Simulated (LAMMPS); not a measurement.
Simulation of BN (zinc blende), 1000 atoms, at 1920 K and 5 GPa, heated as the crystal.

Method: classical MD, pair style extep, file BN.extep, run in LAMMPS.

Starting crystal:

```cif
data_B4N4
_chemical_formula_sum 'B4 N4'
_space_group_name_H-M_alt 'F-43m'
_space_group_IT_number 216
_space_group_name_Hall 'F -4 2 3'
_cell_length_a 3.61500
_cell_length_b 3.61500
_cell_length_c 3.61500
_cell_angle_alpha 90.000
_cell_angle_beta 90.000
_cell_angle_gamma 90.000
loop_
_atom_site_label
_atom_site_type_symbol
_atom_site_symmetry_multiplicity
_atom_site_Wyckoff_symbol
_atom_site_fract_x
_atom_site_fract_y
_atom_site_fract_z
_atom_site_occupancy
B1 B 4 a 0.00000 0.00000 0.00000 1
N1 N 4 d 0.75000 0.75000 0.75000 1
```

### Question
Predict the state found, the most common N-B-N angle, the density, the first peak of g(r), B-N.

### Answer
state found: crystal; no diffusion seen in 30 ps; most common N-B-N angle: at the 3° bin centred on 109.5°, after smoothing over three bins (mean of all 109°); density: 3.5889 ± 0.0002 g/cm³; first peak of g(r), B-N: 1.54 Å, height 8.0.

Caution: in nature this polymorph isn't the stable one over the whole range of temperature at this pressure, and short runs keep a crystal in its starting form. Caution: a run this short can hold a crystal over, or a liquid under, the potential's own melting point, which these runs don't give.
